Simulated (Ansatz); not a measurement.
System: MoPt₃ (R-3m, No. 166, 4 atoms in the cell; start mp-1221425). Method: r²SCAN (plane waves, PAW; Ansatz, a program for electronic structure).

Numerical settings: plane-wave cutoff 560 eV, 22×22×22 k mesh, Fermi–Dirac smearing 0.05 eV, no spin polarisation, scalar-relativistic PAW data made under PBE.

Cell (relaxed at this level):

```cif
data_MoPt3
_chemical_formula_sum 'Mo1 Pt3'
_space_group_name_H-M_alt 'P 1'
_space_group_IT_number 1
_cell_length_a 9.32594
_cell_length_b 9.32594
_cell_length_c 9.32594
_cell_angle_alpha 17.092
_cell_angle_beta 17.092
_cell_angle_gamma 17.092
loop_
_space_group_symop_operation_xyz
  'x, y, z'
loop_
_atom_site_label
_atom_site_type_symbol
_atom_site_fract_x
_atom_site_fract_y
_atom_site_fract_z
_atom_site_occupancy
Mo1 Mo 0.00000 0.00000 0.00000 1
Pt1 Pt 0.74686 0.74686 0.74686 1
Pt2 Pt 0.25314 0.25314 0.25314 1
Pt3 Pt 0.50000 0.50000 0.50000 1
```

What does this level give for the bulk modulus?


bulk modulus: 268 GPa

Note: the run has no spin polarisation, so it can have missed a magnetic state; the bulk modulus is −V dP/dV from two relaxed cells at ±2 % in volume; the relaxation could not lower the start's symmetry, so the cell can be a saddle point above a distorted one.

Spin–orbit coupling is not included.

A start named mp-… is a Materials Project structure, which need not be a measured phase.
